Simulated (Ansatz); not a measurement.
# BaZrO$_{3}$ in the cubic perovskite structure (space group Pm-3m, No. 221)

```
CELL_PARAMETERS angstrom
      4.18068     0.00000     0.00000
      0.00000     4.18068     0.00000
      0.00000     0.00000     4.18068
ATOMIC_POSITIONS crystal
  Ba 0.00000 0.00000 0.00000
  Zr 0.50000 0.50000 0.50000
  O  0.00000 0.50000 0.50000
  O  0.50000 0.50000 0.00000
  O  0.50000 0.00000 0.50000
```

Calculations: PBEsol in Ansatz (plane waves to 420 eV, PAW, spin-orbit coupling left out), earlier PAW set. Γ-centred 8×8×8 mesh, Fermi–Dirac width 0.05 eV.

```yaml
volume_per_atom: 14.61 Å³
density: 6.28 g/cm³
band_gap: "3.18 eV (uncertain: the edges found on the path are not clean extrema)"
total_energy: -2336.635 eV/atom (σ→0; compares only within this code and set-up)
```

Whether these cells are dynamically stable was not tested.

Ansatz is a program for electronic structure.
